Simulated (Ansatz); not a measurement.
# TiN, response to strain

The parent structure is TiN in the rock salt structure (space group Fm-3m, No. 225; a = 4.204 Å; relaxed with 0.1 eV smearing). Axes: x, y, z lie along the cube axes.

Strains are applied to the cell and any free atomic positions relax; under biaxial strain the out-of-plane vector relaxes too.

Computed with PBEsol/PAW in Ansatz (a quantum-chemistry and plane-wave program), scalar-relativistic without spin-orbit coupling, earlier PAW set.

Candidates:
(a) uniaxial strain ε_yy = +0.73 %
(b) biaxial strain −1.02 %, plane normal [001], relaxed out of plane
(c) biaxial strain −2.42 %, plane normal [001], relaxed out of plane
(d) strain tensor (xx, yy, zz, yz, xz, xy) = (+0.31, −0.33, +0.40, −0.90, +0.17, −0.27) %

Notes on the quantities. energy relative to the base: free energy F.

Order them by energy relative to the base, highest first.

(c) biaxial strain −2.42 %, plane normal [001], relaxed out of plane (+27 meV/atom), (b) biaxial strain −1.02 %, plane normal [001], relaxed out of plane (+4.5 meV/atom), (d) strain tensor (xx, yy, zz, yz, xz, xy) = (+0.31, −0.33, +0.40, −0.90, +0.17, −0.27) % (+2.4 meV/atom), (a) uniaxial strain ε_yy = +0.73 % (+1.0 meV/atom)

Whether these cells are dynamically stable was not tested. The final runs are not spin-polarised. An odd electron count without spin: TiN.
